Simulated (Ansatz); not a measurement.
AuAl2 (Fm-3m), PBE, DFPT electron-phonon coupling, linearised Boltzmann equation run with Ansatz (a first-principles code): Condition of this run: functional PBE, cell relaxed with it. phonon-limited resistivity 6.55 μΩ·cm at 300 K, 9.05 μΩ·cm at 400 K, current-weighted mean free path 17.4 nm, Drude plasma energy 7.43 eV.

Problem. What Drude relaxation time do resistivity and plasma energy imply?

Solution. ω_p = 1.13e16 s⁻¹, so τ = 1/(ε₀ ω_p² ρ) = 13.5 fs, a damping ħ/τ of 48.6 meV.

Problem. Estimate the electronic thermal conductivity at 300 K by the Wiedemann-Franz law (L₀ = 2.44×10⁻⁸ W·Ω/K²).

Solution. L₀T/ρ = 2.44×10⁻⁸ × 300/(6.55×10⁻⁸) = 112 W/(m·K). Inelastic scattering puts the true Lorenz number somewhat under L₀ near and below the Debye temperature.

Problem. What temperature coefficient of resistance follows, and how does it compare with 1/T?

Solution. (ρ₄₀₀ − ρ₃₀₀)/(100 K × ρ₃₀₀) = 3.82×10⁻³ K⁻¹, against 1/T = 3.33×10⁻³ K⁻¹ for a resistivity proportional to T. It lies higher because phonons are still being populated at 300 K; impurities would add a constant and lower it.

A metal at this level (no band gap). Only scattering by harmonic phonons is included (no impurities, grain boundaries, electron-electron scattering or thermal expansion). Spin-orbit coupling is left out, which matters with elements this heavy. Halving the electron mesh (24x24x24) moves the resistivity by up to 8 % at 300 K, the mean free path by up to 3 %. Smearing 0.20 eV; phonons on a 4x4x4 q mesh, which this run doesn't test.
